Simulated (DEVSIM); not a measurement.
System: illuminated Si n-on-p cell, one wavelength, at 300 K.

Layer 1 from the left is Si, thickness (μm) 0.550, Nd (cm⁻³) 1.4e18, τn (s) 8.6e-5, τp (s) 2.1e-5, absorption coefficient (cm⁻¹) 46000. Layer 2 from the left is Si, thickness (μm) 45.0, Na (cm⁻³) 7.4e15, τn (s) 0.00091, τp (s) 0.00091, absorption coefficient (cm⁻¹) 46000.

Left contact: ohmic, minority hole recombination velocity 300 cm/s. Right contact: ohmic, minority electron recombination velocity 20000 cm/s. Voltage is applied to the left contact. Recombination: SRH at mid-gap, radiative, Auger. Light enters at the left, 4.1e17 photons cm⁻² s⁻¹, one pass, no reflection. Mobility is μmin + (μ − μmin)/(1 + (N/Nref)^α).

This is a model device: material constants are rounded textbook-type values typed into the input, and sizes, dopings and lifetimes were drawn at random. Values at 300 K.

Si: gap (eV) 1.124, affinity (eV) 4.05, permittivity 11.7, Nc (cm⁻³) 2.86e19, Nv (cm⁻³) 3.1e19, μn (cm²/Vs) 1417, μp (cm²/Vs) 470, μn,min 52, μp,min 45, Nref,n 9.7e16, Nref,p 2.2e17, αn 0.68, αp 0.72, B (cm³/s) 4.7e-15, Cn (cm⁶/s) 2.8e-31, Cp (cm⁶/s) 9.9e-32.

Model (solved in DEVSIM): 1D drift-diffusion, Boltzmann statistics, complete ionisation; no tunnelling, impact ionisation, image-force lowering or self-heating.

Dark forward current:

```
|V| (V)  |J| (A/cm²)
-------  -----------
0.05       8.302e-11
0.10       6.334e-10
0.15        4.382e-9
0.20        3.015e-8
0.25        2.079e-7
0.30        1.436e-6
0.35        9.926e-6
0.40        6.863e-5
0.45       0.0004746
0.50        0.003281
0.55         0.02265
0.60          0.1551
0.65           1.011
0.70           5.581
0.75           23.97
0.80           84.24
0.85           259.9
0.90           726.6
0.95            1786
1.00            3626
```

Q: Work out the local ideality factor n = ΔV / (kT/q · ln(J2/J1)) between the rows 0.15 and 0.20 V, 0.40 and 0.45 V, 0.95 and 1.00 V.

A: kT/q = 25.85 mV. From 0.15 to 0.20 V: ln(3.015e-8/4.382e-9) = 1.929, n = 1.00, near the 1 of diffusion or emission over a barrier. From 0.40 to 0.45 V: ln(0.0004746/6.863e-5) = 1.934, n = 1.00, near the 1 of diffusion or emission over a barrier. From 0.95 to 1.00 V: ln(3626/1786) = 0.708, n = 2.73.

Q: What current could the absorbed light give at most, and what share is collected?

A: Σ αd = 210, so qΦ(1 − exp(−Σ αd)) = 65.7 mA/cm². The simulated short-circuit current is 65.33 mA/cm², a share of 0.99.

Q: Estimate the open-circuit voltage by superposition: the voltage at which the dark current equals that short-circuit current.

A: Interpolating ln J in the table gives 0.578 V. The simulation gives 0.577 V, the same within the digits that matter. Superposition holds where collection doesn't change with voltage.

Q: Estimate the fill factor from FF0 = (v − ln(v + 0.72))/(v + 1), v = qVoc/(nkT), with n from the dark curve.

A: The rows about Voc, 0.55 and 0.60 V, give n = 1.01, so v = 22.2 and FF0 = 0.822. The simulation gives 0.823, the same within the digits that matter.
